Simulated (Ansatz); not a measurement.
Consider WSi$_{2}$ (space group I4/mmm, No. 139; a = 3.185 Å, c = 7.773 Å; relaxed with 0.1 eV smearing).

Computed with plane-wave PAW DFT at the LDA level (Ansatz, a quantum-chemistry and plane-wave program, 420 eV), scalar-relativistic without spin-orbit coupling.

Before the change:

```
Item       Result
--------  -------
Pressure  0.0 GPa
Band gap     zero
```

The change: the cell is scaled by 1.0150 in all directions, atoms relaxed at fixed cell.

How does this affect the pressure, energy relative to the base and band gap?

The pressure (mean of the normal stresses, compression positive) goes from zero to -9.7 GPa; the energy rises by 19 meV/atom; the band gap stays zero.

The cells carry an imposed strain or load. Whether these cells are dynamically stable was not tested. All final runs are without spin polarisation.
